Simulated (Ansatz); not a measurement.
**PBE against r2SCAN: TiAl, pressure −2 GPa**

The parent structure is TiAl (space group P4/mmm, No. 123; a = 2.824 Å, c = 4.071 Å).

(Cell as relaxed with PBE.)

Levels (all Ansatz, an electronic-structure program, PAW, earlier PAW set): PBE (420 eV, no SOC); r2SCAN (500 eV, spin-orbit coupling left out).

Each level relaxes its own structure.

| base | PBE | r2SCAN |
|---|---|---|
| volume per atom | 16.23 Å³ | 16.06 Å³ |
| lattice parameter a | 2.824 Å | 2.813 Å |
| band gap | zero | zero |

One thing is altered: a negative pressure, −2 GPa.

```
quantity              PBE    r2SCAN
---------------  --------  --------
volume per atom  16.53 Å³  16.34 Å³
c/a ratio           1.442     1.443
```

PBE's volume per atom lies 0.198 Å³ above r2SCAN's (1.2 %). Neither level is exact; r2SCAN is the comparison here, not a measurement.

Load acts through the strain it causes; cell and atoms are relaxed under it. Stability against distortions was not tested. All final runs are without spin polarisation.
